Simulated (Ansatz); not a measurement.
# W: element substitutions

Base system: W in the bcc (W type) structure (space group Im-3m, No. 229; a = 3.1693 Å).

Each row replaces one element on all its sites; cell and atoms are relaxed.

Method: r2SCAN (Ansatz, an electronic-structure program, PAW, without spin-orbit coupling).

Candidates:
(a) W → Mo
(b) W → Cr
(c) W → Os

Base values:

* **Lattice parameter a**: 3.169 Å

Question: Order them by lattice parameter a, lowest first.

Answer: (b) W → Cr (2.829 Å), (c) W → Os (3.070 Å), (a) W → Mo (3.151 Å)

Stability against distortions was not tested. As relaxed here, Os is a hypothetical phase, not in the database extracts checked. Seeded moments were not kept for W → Cr. All final runs are without spin polarisation. Real Cr is antiferromagnetic at low temperature and ambient pressure, an order that this cell doesn't hold.
